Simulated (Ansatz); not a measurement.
Start from AlN in the zinc blende structure (space group F-43m, No. 216; a = 4.3698 Å). Axes: x, y, z lie along the cube axes.

Computed with r2SCAN (Ansatz, an electronic-structure program), scalar-relativistic without spin-orbit coupling.

Base values:

| Property | Result |
|---|---|
| Valley order | X along ⟨100⟩ 3.94 eV; Γ 4.84 eV |

It is then changed as follows: biaxial strain −1.25 %, plane normal [111], relaxed out of plane (Cartesian); in-plane vectors clamped, the third vector and the atoms free.

### Question
What does the calculation give for the out-of-plane strain after the change?

### Answer
The out-of-plane strain is +0.43 %.

### Question
What does the calculation give for the valley order after the change?

### Answer
The valley order (the lowest conduction-band minima on the path, energy above the VBM, named in the base's zone) changes from X along ⟨100⟩ 3.94 eV; Γ 4.84 eV to X along [100] 3.90 eV; Γ 4.98 eV.

### Question
Estimate the effect on the valence-band top at Γ.

### Answer
The valence-band top at Γ (three highest levels, from the VBM) comes out as 0.00, 0.00, -0.15 eV.

The levels and masses belong to the bands next to the band gap. Stability against distortions was not tested. This is not the structure that AlN has at room temperature and ambient pressure.
